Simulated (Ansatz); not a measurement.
**What Ge → Si does to CsGeI3**

Base system: CsGeI₃ (space group R3m, No. 160; a = 8.4467 Å, c = 10.8444 Å (hexagonal axes)).

It is then changed as follows: full substitution Ge → Si, then cell and atoms are relaxed.

Computed with r2SCAN (Ansatz, a first-principles code), no spin-orbit coupling. Γ-centred 6×6×6 mesh, Fermi–Dirac width 0.05 eV.

```yaml
volume_per_atom: 43.51 Å³ (base 44.67 Å³)
density: 4.13 g/cm³ (base 4.36 g/cm³)
lattice_parameter_a: 8.355 Å (base 8.447 Å)
c/a ratio: 1.292 (base 1.284)
space_group: R3m (No. 160) (base R3m (No. 160))
shortest_interatomic_distance: 2.662 Å (base 2.750 Å)
band_gap: 0.73 eV (base 1.16 eV)
gap_character: direct at T (base direct at T)
width_of_the_top_valence_band: 2.33 eV (base 1.66 eV)
electron_mass: 0.087 mₑ along k, 0.27 mₑ across (at T) (base 0.12 mₑ along k, 0.58 mₑ across (at T))
```

Spin-orbit coupling, missing from the scalar runs, can matter with I. Effective masses come from finite differences of ±0.01 Å⁻¹. Along k means along the line from Γ to the band edge. No phonon test of stability was made. For CsSiI3 in this form, whether it has been made was not checked. The base started in Cm and relaxed to R3m at this level.
